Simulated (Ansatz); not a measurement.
Abridged Ansatz (an electronic-structure program) output:

```
Relaxation: its limit of steps is 50 (relax.max_steps)
Pseudopotential: Co, paw, valence charge 17
Pseudopotential: Sn, paw, valence charge 14
Crystal: 6 atoms, lattice volume = 98.456 Å³
Basis set: ecut = 500 eV, 2511 PW (Γ), exchange–correlation on 160×160×128 points (64 copies of the dense FFT grid, shifted against one another)
Bands: 56, of which v1, the nominal top of the filled ones, is band 47 counted from 1 (46 counted from 0)
Symmetry: 24 space group operations
k-points: 84 of 1100
Functional: x = r2scan, c = r2scan; τ floored in thin density (d = 2e-4 eV/Å³)
SCF iter   1: F=—  HF=-33518.107311 eV  |F-HF|=—  |Δ(HF+E_count)|=         —  Δρ=2.45e-1  dr2=6.43e1  dr2_τ=6.16e-1  ethr=3.10e-3  ⟨swp⟩=5.9  Hψ=17384  notcnv=0  defer=26
SCF iter   2: F=—  HF=-33515.788912 eV  |F-HF|=—  |Δ(HF+E_count)|=    2.32e0  Δρ=2.13e-1  dr2=2.42e1  dr2_τ=3.78e-1  ethr=3.10e-3  ⟨swp⟩=4.0  Hψ=12130  notcnv=0  defer=179
SCF 1 converged in 13 iterations: F = -33510.386378 eV  dr2 = 9.17e-8
relax step   1: F+E_penalty+E_count = -33510.38637805 eV  Δ(F+E_penalty+E_count) = +0.000e0 eV  max|allowed force component| = 2.776e-17 eV/Å  Δτ_max = 0.0000 Å  P = +1.747 GPa  Ω = 98.456 Å³  fix = [a, b, gamma]  reactions: a +2.633, b +2.633 GPa  (13 SCF iters, dr2 threshold 1.00e-7 eV, accepted)
Crystal: 6 atoms, lattice volume = 98.447 Å³
SCF iter   1: F=—  HF=-33510.386381 eV  |F-HF|=—  |Δ(HF+E_count)|=         —  Δρ=2.05e-5  dr2=5.92e-7  dr2_τ=6.06e-7  ethr=5.44e-10  ⟨swp⟩=2.4  Hψ=20249  notcnv=0
SCF iter   2: F=—  HF=-33510.386382 eV  |F-HF|=—  |Δ(HF+E_count)|=   8.52e-7  Δρ=7.67e-6  dr2=8.01e-8  dr2_τ=1.54e-9  ethr=5.44e-10  ⟨swp⟩=2.3  Hψ=7948  notcnv=0
SCF 2 converged in 4 iterations: F = -33510.386382 eV  dr2 = 1.41e-9
relax step   2: F+E_penalty+E_count = -33510.38638173 eV  Δ(F+E_penalty+E_count) = -3.674e-6 eV  max|allowed force component| = 9.869e-17 eV/Å  Δτ_max = 0.0000 Å  P = +1.761 GPa  Ω = 98.447 Å³  energy of the carried Pulay correction = +2.919e-6 eV  fix = [a, b, gamma]  reactions: a +2.640, b +2.640 GPa  (4 SCF iters, dr2 threshold 1.64e-9 eV, accepted)
Crystal: 6 atoms, lattice volume = 98.447 Å³
SCF iter   1: F=—  HF=-33510.386379 eV  |F-HF|=—  |Δ(HF+E_count)|=         —  Δρ=1.24e-6  dr2=1.10e-9  dr2_τ=3.83e-11  ethr=1.28e-7  ⟨swp⟩=3.3  Hψ=31749  notcnv=0
SCF iter   2: F=—  HF=-33510.386379 eV  |F-HF|=—  |Δ(HF+E_count)|=   4.40e-7  Δρ=1.82e-6  dr2=2.55e-9  dr2_τ=2.88e-11  ethr=1.18e-12  ⟨swp⟩=4.0  Hψ=14045  notcnv=0
SCF 3 converged in 6 iterations: F = -33510.386379 eV  dr2 = 6.77e-14
SCF converged after 6 iterations
Free energy (F): -33510.386379 eV
[...]
Fermi energy:    15.340639 eV
--- Forces (eV/Å), atoms counted from 1 ---
  atom   1  Co    -0.00000000     0.00000000     0.00000000
  atom   2  Co    -0.00000000     0.00000000     0.00000000
  atom   3  Co     0.00000000    -0.00000000     0.00000000
  atom   4  Sn     0.00000000     0.00000000     0.00000000
  atom   5  Sn     0.00000000    -0.00000000    -0.00000000
  atom   6  Sn    -0.00000000     0.00000000     0.00000000
--- Stress (GPa, compression-positive) ---
        2.640175      -0.000000       0.000000
        0.000000       2.640175       0.000000
        0.000000       0.000000       0.001844
  P = ⅓ Tr σ = 1.7607 GPa (17.607 kbar)
--- Relaxed structure (2 steps of the walk, 2 accepted, 1 SCFs on fresh bases) ---
  cell:  # Å, volume = 98.4469 Å³
    - [5.20058083577846, 3.074537404943639e-98, 1.8075769764103613e-35]
    - [2.60029041788923, 4.503835118218654, 8.915587414796554e-36]
    - [1.4610109978463746e-35, -1.1414148420674802e-37, 4.203082407473832]
  atoms:
    - { symbol: Co, position: [0.5, 0.5, -9.943046713878856e-39] }
    - { symbol: Co, position: [0.49999999999999994, -2.3756666310606856e-36, 1.0937351385266574e-37] }
    - { symbol: Co, position: [-2.7755575615628914e-17, 0.5, -9.943046713878856e-39] }
    - { symbol: Sn, position: [2.087940413902269e-36, -2.3756666310606856e-36, 4.971523356939357e-38] }
    - { symbol: Sn, position: [0.33333333333333326, 0.3333333333333333, 0.5] }
    - { symbol: Sn, position: [0.6666666666666665, 0.6666666666666666, 0.5] }
```

**Question.** What was computed, and what are the main results?

**Answer.** CoSn, 6 atoms in the cell, with r2SCAN/PAW in Ansatz, no spin-orbit coupling, earlier PAW set. The last SCF converged to F = -33510.386379 eV, or -5585.0644 eV per atom, at a pressure of 1.76 GPa. The total energy compares only with runs of the same code, potentials and settings.

Without a gap, meshes like the base's 10×10×11 leave anisotropic stresses uncertain by several tenths of a GPa, and small strain energies with them. The cells carry an imposed strain or load. Whether these cells are dynamically stable was not tested. All final runs are without spin polarisation. The cell was made from CoSn (space group P6/mmm, No. 191; non-magnetic) by this change: biaxial strain −0.78 %, plane normal [001], relaxed out of plane.

Keys are those of Ansatz 0.2.
